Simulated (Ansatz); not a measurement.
Functionals compared on a constructed model of the (110) surface of bcc Ta, a pseudomorphic layer of Ge in the host's stacking (bottom of the slab: a bare face, its two planes held), in Ansatz (plane waves, PAW). The structure was relaxed with PBE; the other rows are single points on it. Cutoff 420 eV (500 eV for r2SCAN).

Slab: 7 atoms, 14.3 Å thick at the start; k 14x14x1, smearing 0.1 eV, dipole-corrected; 2 atoms held, the rest relaxed; start symmetry kept, larger cells not searched; no spin, no spin-orbit, no U. It is one candidate, not shown to be the stable structure of the face. These notes are the PBE run's.

```tsv
functional	work function of the top face (eV)	rough cost of the single point
PBE	5.04	–
RPBE	4.95	roughly 40 core-seconds
r2SCAN	(withheld)	very roughly 70 core-seconds
```

Task: Fill in the missing entries.

Result: 
- r2SCAN, work function of the top face (eV): 5.28

Ansatz is a quantum-chemistry and plane-wave program.
